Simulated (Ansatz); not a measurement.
An Ansatz (a program for electronic structure) run: HfS2 with a change (biaxial strain −1.00 %, plane normal [001], relaxed out of plane); Ansatz, PBE-D3(BJ), PAW, cutoff 420 eV, spin-orbit coupling left out.

Input:

Ansatz 0.2 input:
```yaml
crystal:
  lattice:
    - [3.5696382098, 0, 0]
    - [1.7848191049, 3.091397372, 0]
    - [0, 0, 5.7964583478]
  atoms:
    - { symbol: Hf, position: [0, 0, 0] }
    - { symbol: S, position: [0.3333333333, 0.3333333333, 0.2525196173] }
    - { symbol: S, position: [0.6666666667, 0.6666666667, 0.7474803827] }
basis: { ecutwfc: 420, ecutrho_ratio: 4, xc_grid: 2, fft_grid_basis: typed }
kpoints: { mp_grid: { grid: [11, 11, 6] } }
hamiltonian:
  xc: pbe
  dispersion: d3bj
  pseudopotentials: { kind: paw }
scf: { occupations: { method: fermi_dirac, width: 0.05 } }
relax: { f_tol: 0.005, max_steps: 50, cell: { stress_tol: 0.01, fix: [a, b, gamma] } }
output: { forces: true, stress: true }
checkpoint: { write: state.ck, write_every: 1000 }
```

Output (explanatory and most iteration lines left out):

```
Relaxation: its limit of steps is 50 (relax.max_steps)
Pseudopotential: Hf, paw, valence charge 26
Pseudopotential: S, paw, valence charge 6
Crystal: 3 atoms, lattice volume = 63.965 Å³
Basis set: ecut = 420 eV, 1237 PW (Γ), exchange–correlation on 48×48×80 points (8 copies of the dense FFT grid, shifted against one another)
Bands: 23, of which v1, the nominal top of the filled ones, is band 19 counted from 1 (18 counted from 0)
Symmetry: 12 space group operations
Space group: P-3m1 (ITA 164), of the structure as read, at distance tolerance 4.0e-5 Å
k-points: 84 of 726
Functional: x = pbe(κ = 0.804, μ = 0.2195149727645171), c = pbe(β = 0.06672455060314922)
SCF iter   1: F=—  HF=-17531.156134 eV  |F-HF|=—  |Δ(HF+E_count)|=         —  Δρ=1.36e-3  dr2=5.00e-4  ethr=1.77e-3  ⟨swp⟩=5.5  Hψ=8170  notcnv=0
SCF iter   2: F=—  HF=-17531.155738 eV  |F-HF|=—  |Δ(HF+E_count)|=   3.96e-4  Δρ=8.37e-4  dr2=2.13e-4  ethr=1.32e-6  ⟨swp⟩=2.8  Hψ=4439  notcnv=0
SCF 1 converged in 7 iterations: F = -17531.156139 eV  dr2 = 4.62e-8
relax step   1: F+E_penalty+E_count = -17531.15613895 eV  Δ(F+E_penalty+E_count) = +0.000e0 eV  max|allowed force component| = 1.221e-1 eV/Å  Δτ_max = 0.0000 Å  P = +1.700 GPa  Ω = 63.965 Å³  fix = [a, b, gamma]  reactions: a +2.193, b +2.193 GPa  (7 SCF iters, dr2 threshold 1.00e-7 eV, accepted)
[... steps on the carried basis left out ...]
relax step   3: F+E_penalty+E_count = -17531.15728503 eV  Δ(F+E_penalty+E_count) = -1.146e-3 eV  max|allowed force component| = 6.904e-4 eV/Å  Δτ_max = 0.0110 Å  P = +1.156 GPa  Ω = 63.872 Å³  energy of the carried Pulay correction = +1.419e-5 eV  fix = [a, b, gamma]  reactions: a +1.736, b +1.736 GPa  (10 SCF iters, accepted)
Crystal: 3 atoms, lattice volume = 63.872 Å³
SCF iter   1: F=—  HF=-17531.157232 eV  |F-HF|=—  |Δ(HF+E_count)|=         —  Δρ=1.90e-6  dr2=1.87e-9  ethr=2.76e-7  ⟨swp⟩=3.0  Hψ=13347  notcnv=0
SCF iter   2: F=—  HF=-17531.157271 eV  |F-HF|=—  |Δ(HF+E_count)|=   3.90e-5  Δρ=1.32e-6  dr2=7.06e-10  ethr=4.93e-12  ⟨swp⟩=3.6  Hψ=5202  notcnv=0
SCF 4 converged in 5 iterations: F = -17531.157271 eV  dr2 = 9.81e-13
SCF converged after 5 iterations
Free energy (F): -17531.157271 eV
Internal energy: -17531.157264 eV  (E = F + TS)
E sigma→0 (E₀):  -17531.157268 eV
Entropy (-TS):   -0.000007 eV (-0.002 meV/atom)
Fermi energy:    10.274758 eV
  E_disp       = -1.041109  (pairwise vdW)
--- Forces (eV/Å), atoms counted from 1 ---
  atom   1  Hf     0.00000000    -0.00000000     0.00000000
  atom   2  S     -0.00000000     0.00000000    -0.00068442
  atom   3  S      0.00000000    -0.00000000     0.00068442
--- Stress (GPa, compression-positive) ---
        1.735027       0.000000      -0.000000
        0.000000       1.735027      -0.000000
       -0.000000      -0.000000      -0.001491
  P = ⅓ Tr σ = 1.1562 GPa (11.562 kbar)
--- Relaxed structure (3 steps of the walk, 2 accepted, 1 SCFs on fresh bases) ---
  cell:  # Å, volume = 63.8716 Å³
    - [3.5696382097963015, -9.68207462126753e-98, -4.584086824509239e-34]
    - [1.7848191048981508, 3.0913973720032026, -1.6696065409024832e-19]
    - [-7.44374269303971e-34, -3.130559940045663e-19, 5.78799907465233]
  atoms:
    - { symbol: Hf, position: [-2.37357909410661e-35, -4.867160665526274e-37, -2.263919769706678e-72] }
    - { symbol: S, position: [0.3333333333333333, 0.33333333333333337, 0.25442573886153974] }
    - { symbol: S, position: [0.6666666666666666, 0.6666666666666667, 0.7455742611384603] }
```

Spin-orbit coupling, missing from the scalar runs, can matter with Hf. No phonon test of stability was made. The cell was made from HfS₂ in the CdI2 type structure (space group P-3m1, No. 164; layered, stacked along the Cartesian z axis) by this change: biaxial strain −1.00 %, plane normal [001], relaxed out of plane.
